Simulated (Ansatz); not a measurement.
Consider Cu in the fcc (Cu type) structure (space group Fm-3m, No. 225; a = 3.564 Å; relaxed with 0.1 eV smearing). Axes: x, y, z lie along the cube axes.

Computed with PBEsol/PAW in Ansatz (a program for electronic structure), no spin-orbit coupling.

Strains are applied to the cell and any free atomic positions relax; under biaxial strain the out-of-plane vector relaxes too.

One change was made to it. Results:

The pressure (mean of the normal stresses, compression positive) goes from zero to 2.9 GPa; the energy rises by 3.8 meV/atom.

What was done to the base?
A. biaxial strain +0.42 %, plane normal [111], relaxed out of plane
B. biaxial strain +0.83 %, plane normal [111], relaxed out of plane
C. biaxial strain −0.42 %, plane normal [111], relaxed out of plane
D. biaxial strain −1.25 %, plane normal [111], relaxed out of plane

D, biaxial strain −1.25 %, plane normal [111], relaxed out of plane. For comparison, the energy relative to the base in the other runs: biaxial strain +0.83 %, plane normal [111], relaxed out of plane gives +1.5 meV/atom; biaxial strain −0.42 %, plane normal [111], relaxed out of plane gives +0.4 meV/atom; biaxial strain +0.42 %, plane normal [111], relaxed out of plane gives +0.4 meV/atom.

Whether these cells are dynamically stable was not tested. The final runs are not spin-polarised.
